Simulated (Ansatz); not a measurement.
The starting structures come from a database of crystals and need not be the phases stable at ambient conditions.

 Where the default PAW files enter, the runs use the earlier of Ansatz's two default sets.

Inside the gap of an insulator the Bloch states are evanescent, with a wavenumber k + iκ along the transport direction.

Consider the following.

```
CELL_PARAMETERS angstrom
      5.72768     0.00000     0.00000
     -2.56012     5.12368     0.00000
      1.58378     2.56184     4.87185
ATOMIC_POSITIONS crystal
  Y  0.00000 0.00000 0.00000
  Y  0.25000 0.75000 0.50000
  P  0.75000 0.25000 0.50000
  P  0.50000 0.50000 0.00000
  O  0.83360 0.65895 0.82535
  O  0.90895 0.23430 0.67465
  O  0.48430 0.65895 0.17465
  O  0.90895 0.58360 0.32535
  O  0.41640 0.09105 0.67465
  O  0.34105 0.16640 0.17465
  O  0.76570 0.09105 0.32535
  O  0.34105 0.51570 0.82535
```

Space group of this cell: I4_1/amd. The cell is taken as given; by r2SCAN its mean pressure is 0.9 GPa.

Transport runs along the normal of the first two printed cell vectors, the (110) plane of the conventional cell.

The gap is the functional's own. No spin-orbit coupling. Mid-gap values are interpolated on the energy grid.

Problem. Predict the band gap and the smallest decay constant κ at mid-gap from r2SCAN in Ansatz (a program for electronic structure).

Solution. Gap 6.60 eV on a 8×8×8 mesh; κ = 0.512 1/Å, at the zone centre.
